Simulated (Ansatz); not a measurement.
Relaxation of the outer planes of the (321) surface of fcc Rh in its 1x1 cell, outermost plane spacing 0.51 Å in the ideal cut.

The numbers are results of PBE (plane waves to 420 eV, PAW; Ansatz, a quantum-chemistry and plane-wave program), not measurements.

Model: 21-atom slab, 10.2 Å thick at the start (thin: gaps and levels are the slab's own), 8x7x1 mesh, Fermi-Dirac 0.1 eV, dipole correction, all atoms relaxed; held to the start's symmetry, so lower structures may exist; no spin, no spin-orbit, no U.

```json
[
 {"plane": "1", "atoms": "Rh", "bulk spacing to the next (Å)": "0.512", "relaxed spacing (Å)": "0.462", "change (%)": "-9.7", "rumpling (Å)": "0.00"},
 {"plane": "2", "atoms": "Rh", "bulk spacing to the next (Å)": "0.512", "relaxed spacing (Å)": "0.464", "change (%)": "-9.3", "rumpling (Å)": "0.00"}
]
```
